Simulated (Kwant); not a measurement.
Kwant, Hückel tight-binding model, one pz orbital an atom, one spin, coherent transport at 0 K. Conductance is in e²/h.

Model system: π system c1ccc(cc1)C=Cc1ccccc1 between two chain leads. The π system is taken as planar. Atoms are numbered from 0 in the order of the SMILES. Site energies (eV, carbon 0): [0.0, 0.0, 0.0, 0.0, 0.0, 0.0, 0.0, 0.0, 0.0, 0.0, 0.0, 0.0, 0.0, 0.0]. Bonds (i, j, β in eV): (0,1,-2.4) (1,2,-2.4) (2,3,-2.4) (3,4,-2.4) (4,5,-2.4) (3,6,-2.4) (6,7,-2.4) (7,8,-2.4) (8,9,-2.4) (9,10,-2.4) (10,11,-2.4) (11,12,-2.4) (12,13,-2.4) (5,0,-2.4) (13,8,-2.4). Leads: chains of hopping −3.6 eV, joined by −0.48 eV to atoms 1 and 2.

Site energies and bond integrals are typed Hückel values.

Sweep values stay those of the base run.

One input was changed, with this effect: transmission at E = 0 0.00071 → 0.0028.

Q: Which change was it?
A. contacts moved from atoms [1, 2] to [1, 10]
B. contacts moved from atoms [1, 2] to [0, 10]
C. contacts moved from atoms [1, 2] to [6, 7]
D. contacts moved from atoms [1, 2] to [2, 9]
E. contacts moved from atoms [1, 2] to [0, 6]
F. contacts moved from atoms [1, 2] to [0, 7]

A: C, contacts moved from atoms [1, 2] to [6, 7]
